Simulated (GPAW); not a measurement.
**Pressure against volume in CsCl-type AuZn (space group 221) (GPAW, PBEsol)**

```
AuZn
1.0
    3.05854     0.00000     0.00000
    0.00000     3.05854     0.00000
    0.00000     0.00000     3.05854
Zn Au
1 1
Direct
  0.50000   0.50000   0.50000
  0.00000   0.00000   0.00000
```

Method: PBEsol, GPAW PAW datasets PBEsol (made by gpaw-setup) (plane waves; GPAW). Settings: mode = pw; ecut = 780 eV; xc = PBEsol; kpts = 19 19 19; mesh shift (steps) = 0 0 0; occupations.name = fermi-dirac; occupations.width = 0.05 eV; nbands = -10; convergence.density = 1e-05 e/electron; symmetry.symmorphic = false; symmetry.tolerance = 0.0005; maxiter = 100. The cell above is the first row's. The rows scale it uniformly. In all rows fractional positions and the k mesh are held.

```
V (Å^3/atom)  P (GPa)
------------  -------
14.306          12.48
14.617           8.22
14.928           4.47
15.239           1.19
15.550          -1.69
15.861          -4.20
16.172          -6.41
16.483          -8.34
16.794              ?
```

Fit P of the 8 rows that show it with a cubic. With u = V - 15.4, the rows have u = -1.0940, -0.7830, -0.4720, -0.1610, 0.1500, 0.4610, 0.7720, 1.0830. Least squares gives P = -0.351 - 9.2180·u + 1.9944·u² - 0.2737·u³. Residuals (row less fit): 0.001, -0.001, -0.003, 0.004, 0.000, 0.003, -0.005, 0.003; standard error 0.004 (degrees of freedom: 4). The fitted pressure is zero at V0 = 15.36, where dP/dV = -9.370, so B0 = -V0·dP/dV = 144 GPa.

What does the fit predict for P at V = 16.794, and how far is the calculated value from it?

u = 1.3940, so P = -0.351 - 9.2180 × 1.3940 + 1.9944 × 1.3940² - 0.2737 × 1.3940³ = -10.067 GPa. The calculation gives -10.03 GPa, 0.037 GPa above the prediction (0.2 % of the range of P in the table). The row lies outside the fitted rows, so this is an extrapolation. From the scatter of the fitted rows alone, a prediction at this place has a standard error of 0.012 GPa, so the miss is 3.2 times that.

Carrying the step between the two nearest rows on in a straight line would have given -10.27, off by 0.24; series whose last step already gives the withheld value aren't shown. The scan was laid around a cell of about the measured size, scaled by a guess for this functional. The runs keep the symmetry of the cell, so they don't test it for distortions. Spin-orbit coupling is off. Cutoffs and mesh are single choices, not tested for convergence of this quantity. Series with a scatter that would blur these digits, or in which a gap closes, are not shown.

Terms beyond the fitted order, or numerical noise in single rows, can give a miss of this size; the table doesn't tell which.
